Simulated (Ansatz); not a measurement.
The parent structure is Si in the diamond structure (space group Fd-3m, No. 227; a = 5.4336 Å). Axes: x, y, z lie along the cube axes.

Perturbation: uniaxial strain ε_zz = +2.99 %, all other strain components held at zero, atoms relaxed at fixed cell.

Levels (all Ansatz, a first-principles code, PAW, earlier PAW set): PBEsol (420 eV, no spin-orbit coupling); r2SCAN (500 eV, no spin-orbit coupling).

The geometry is relaxed with PBEsol.

| Property | Value |
|---|---|
| PBEsol electron mass | 0.92 mₑ along k, 0.19 mₑ across (off the special points) |
| PBEsol pressure | -2.63 GPa |
| PBEsol band gap | 0.37 eV |
| PBEsol smallest direct gap | 2.36 eV |

Question: How does going to r2SCAN change the electron mass, pressure, band gap and smallest direct gap?

Answer: The electron mass becomes 0.95 mₑ along k, 0.19 mₑ across (off the special points) (PBEsol: 0.92 mₑ along k, 0.19 mₑ across (off the special points)); the pressure rises by 0.42 GPa, from -2.63 GPa to -2.21 GPa; the band gap grows by 0.286 eV, from 0.37 eV to 0.65 eV; the smallest direct gap increases by 0.26 eV to 2.62 eV.

Single points use the geometry relaxed with PBEsol. Their cutoffs differ, which shifts pressures a little. Masses are band curvatures over ±0.01 Å⁻¹ around the edge. Along k means along the line from Γ to the band edge. Stability against distortions was not tested. k-point labels follow each cell's own Brillouin zone.
